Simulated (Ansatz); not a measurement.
Output of an Ansatz run (abridged):

```
WARN ansatz: RAYON_NUM_THREADS=1 ignored (pool sized by the plan → 1); use --threads N
Pseudopotentials: kind: paw
Pseudopotential: Mg, paw, valence charge 10
Pseudopotential: Ti, paw, valence charge 12
Pseudopotential: F, paw, valence charge 7
Crystal: 8 atoms, lattice volume = 105.688 Å³
Basis set: ecut = 420 eV, 2055 PW (Γ), exchange–correlation on 72×72×72 points (8 copies of the dense FFT grid, shifted against one another)
Bands: 40, of which v1, the nominal top of the filled ones, is band 32 counted from 1 (31 counted from 0)
Symmetry: 3 space group operations
Space group: R3 (ITA 146), of the structure as read, at distance tolerance 4.7e-5 Å
k-points: 23 of 125 (time reversal used)
PAW frozen core: Mg, regenerated for the run's functional, and the local potential with it
PAW frozen core: Ti, regenerated for the run's functional, and the local potential with it
PAW frozen core: F, regenerated for the run's functional, and the local potential with it
Initial density: superposition of atomic densities (neutral atoms: chi_scale 0, normalization atom), corrected by the library's trained network
Initial wavefunctions: pseudopotential atomic-orbital guess
Eigensolver: davidson
Functional: x = pbesol(κ = 0.804, μ = 0.12345679012345678), c = pbesol(β = 0.046)
SCF iter   1: F=—  HF=-9199.772313 eV  |F-HF|=—  |Δ(HF+E_count)|=         —  Δρ=1.52e-2  dr2=1.69e-1  ethr=1.77e-3  ⟨swp⟩=4.0  Hψ=3272  notcnv=0  defer=115
all-band conjugate gradients solve this SCF's bands
preconditioner: auto → Resta (q_TF=auto, 2.509 Å⁻¹)
SCF iter   2: F=—  HF=-9199.735197 eV  |F-HF|=—  |Δ(HF+E_count)|=   3.71e-2  Δρ=5.39e-3  dr2=2.65e-2  ethr=2.64e-4  ⟨swp⟩=2.0  Hψ=1564  notcnv=0  defer=115
SCF iter   3: F=—  HF=-9199.729759 eV  |F-HF|=—  |Δ(HF+E_count)|=   5.44e-3  Δρ=1.37e-3  dr2=1.47e-3  ethr=4.14e-5  ⟨swp⟩=3.3  Hψ=1571  notcnv=0  defer=122
SCF iter   4: F=—  HF=-9199.729658 eV  |F-HF|=—  |Δ(HF+E_count)|=   1.01e-4  Δρ=4.64e-4  dr2=1.63e-4  ethr=2.30e-6  ⟨swp⟩=2.0  Hψ=1570  notcnv=0  defer=135
SCF iter   5: F=—  HF=-9199.729709 eV  |F-HF|=—  |Δ(HF+E_count)|=   5.03e-5  Δρ=1.21e-4  dr2=1.14e-5  ethr=2.55e-7  ⟨swp⟩=2.0  Hψ=1573  notcnv=0  defer=68
SCF iter   6: F=—  HF=-9199.729712 eV  |F-HF|=—  |Δ(HF+E_count)|=   3.04e-6  Δρ=5.34e-5  dr2=2.52e-6  ethr=1.78e-8  ⟨swp⟩=2.0  Hψ=1596  notcnv=0  defer=60
SCF iter   7: F=—  HF=-9199.729713 eV  |F-HF|=—  |Δ(HF+E_count)|=   1.00e-6  Δρ=2.34e-5  dr2=6.05e-7  ethr=3.94e-9  ⟨swp⟩=2.0  Hψ=1409  notcnv=0  defer=60
SCF iter   8: F=-9199.729713 eV  HF=-9199.729713 eV  |F-HF|=7.77e-8  |Δ(HF+E_count)|=   3.53e-7  Δρ=5.94e-6  dr2=5.62e-8  ethr=1.56e-10  ⟨swp⟩=10.4  Hψ=4880  notcnv=0
SCF 1 converged in 8 iterations: F = -9199.729713 eV  dr2 = 5.62e-8
SCF converged after 8 iterations
Free energy (F): -9199.729713 eV
Harris-Foulkes:  -9199.729713 eV  (|F-HF|=7.77e-8)
Internal energy: -9199.729713 eV  (E = F + TS)
E sigma→0 (E₀):  -9199.729713 eV
Fermi energy:    0.295967 eV
--- Per-component energies (eV) ---
  E_band       = -937.644522
  E_kinetic    = 1583.457695
  E_local      = -7014.452939  (includes V_loc(G=0)·N_el)
  E_nonlocal   = 540.599092
  E_hartree    = 2652.848003
  E_xc         = -596.938147
  E_vxc        = -766.760160  (∫ρ·V_xc dr)
  E_paw        = -2462.131317  (= ΣΔE_a)
  E_vpaw       = -586.177863  (= ΣTr[D̂ρ^β])
  E_aug_tail   = 0.012208  (compensation charges beyond the density's cutoff)
  E_ewald      = -3903.577211
  E_core_change = 0.452902  (= ΣΔE_core)
  E_smearing   = -0.000000  (= −TS)
  E_closure    = 0.000000  (closes the sum)
  Σ components = -9199.729713   (vs F -9199.729713, Δ=0.00e0)
--- Forces (eV/Å), atoms counted from 1 ---
  atom   1  Mg    -0.00000000    -0.00000002    -0.49239373
  atom   2  Ti    -0.00000000     0.00000001     0.32522865
  atom   3  F      0.03329582     0.26993530     0.21071659
  atom   4  F     -0.10308537    -0.18507349    -0.15499947
  atom   5  F     -0.25041873    -0.10613261     0.21071661
  atom   6  F      0.21182102     0.00326218    -0.15499947
  atom   7  F      0.21712291    -0.16380266     0.21071661
  atom   8  F     -0.10873565     0.18181129    -0.15499948
  max |Σ_I F_I| component: 1.37e-5 eV/Å
--- Stress (GPa, compression-positive) ---
       -0.694402       0.000001      -0.000000
       -0.000001      -0.694402      -0.000000
        0.000000      -0.000000      -0.793378
  P = ⅓ Tr σ = -0.7274 GPa (-7.274 kbar)
  The stress holds the Pulay correction. Without it, at fixed plane waves, as pw.x and ABINIT print it: P = -1.4485 GPa
--- Band table (eV; the first three rows and the last of 23) ---
  k-point 0: bands = ["-69.9319", "-54.8786", "-36.8917", "-36.8917", "-36.8904", "-31.3123", "-31.3123", "-31.3049", "-20.0602", "-19.4769", "-19.4769", "-19.1564", "-19.1375", "-19.1375", "-3.4765", "-2.6873", "-2.6873", "-2.3506", "-2.2586", [...]
  k-point 1: bands = ["-69.9319", "-54.8786", "-36.8917", "-36.8916", "-36.8904", "-31.3129", "-31.3124", "-31.3049", "-19.9900", "-19.5008", "-19.4904", "-19.2173", "-19.1338", "-19.1199", "-3.3369", "-2.8361", "-2.7864", "-2.3562", "-2.2579", [...]
  k-point 2: bands = ["-69.9319", "-54.8786", "-36.8917", "-36.8916", "-36.8904", "-31.3139", "-31.3126", "-31.3051", "-19.8285", "-19.5417", "-19.5148", "-19.3728", "-19.1147", "-19.0905", "-3.0587", "-2.9817", "-2.8972", "-2.5715", "-2.0079", [...]
  k-point 22: bands = ["-69.9319", "-54.8786", "-36.8917", "-36.8916", "-36.8904", "-31.3129", "-31.3126", "-31.3061", "-19.7760", "-19.6191", "-19.5138", "-19.3180", "-19.1371", "-19.1022", "-3.3306", "-2.9932", "-2.6827", "-2.1973", "-1.9536", [...]
```

The structure:

```xyz
8
Lattice="2.6161 1.5104 4.4578 -2.6161 1.5104 4.4578 0.0000 -3.0208 4.4578" Properties=species:S:1:pos:R:3 pbc="T T T"
Mg     0.0000     0.0000     6.7368
Ti     0.0000     0.0000     0.0000
F     -0.4469     1.5551     7.8294
F      0.4469    -1.5551     5.5441
F     -1.1233    -1.1646     7.8294
F      1.1233     1.1646     5.5441
F      1.5702    -0.3905     7.8294
F     -1.5702     0.3905     5.5441
```

Problem. Write an input that gives this output.

Solution. Other spellings and defaults could give the same log, and not every line can be read from it. The input that was run (DFT, PBEsol, plane waves, default PAW files made with PBE):

Ansatz 0.2 input:
```yaml
# MgTiF6
crystal:
  lattice:
    - [2.616105, 1.510409, 4.457841]
    - [-2.616105, 1.510409, 4.457841]
    - [0.000000, -3.020817, 4.457841]
  atoms:
    - { symbol: Mg, position: [0.503739, 0.503739, 0.503739] }
    - { symbol: Ti, position: [0.000000, 0.000000, 0.000000] }
    - { symbol: F, position: [0.671620, 0.842457, 0.242250] }
    - { symbol: F, position: [0.328380, 0.157543, 0.757750] }
    - { symbol: F, position: [0.242250, 0.671620, 0.842457] }
    - { symbol: F, position: [0.757750, 0.328380, 0.157543] }
    - { symbol: F, position: [0.842457, 0.242250, 0.671620] }
    - { symbol: F, position: [0.157543, 0.757750, 0.328380] }
basis:
  ecutwfc: 420.0
kpoints:
  mp_grid: { grid: [5, 5, 5] }
hamiltonian:
  xc: pbesol
  pseudopotentials: { kind: paw }
scf:
  occupations: { method: fixed }
output:
  forces: true
  eigenvalues: true
  stress: true
```

The starting cell comes from a database of computed structures (which also holds hypothetical and non-ambient phases and stackings), without a prior relaxation at this level. Its lattice was rescaled by up to half a per cent. One atom was moved a little off its site on purpose. Ansatz's pressure includes its estimate of the finite-basis (Pulay) stress. Without the estimate this run gives -1.45 GPa.

Ansatz is a program for electronic structure.
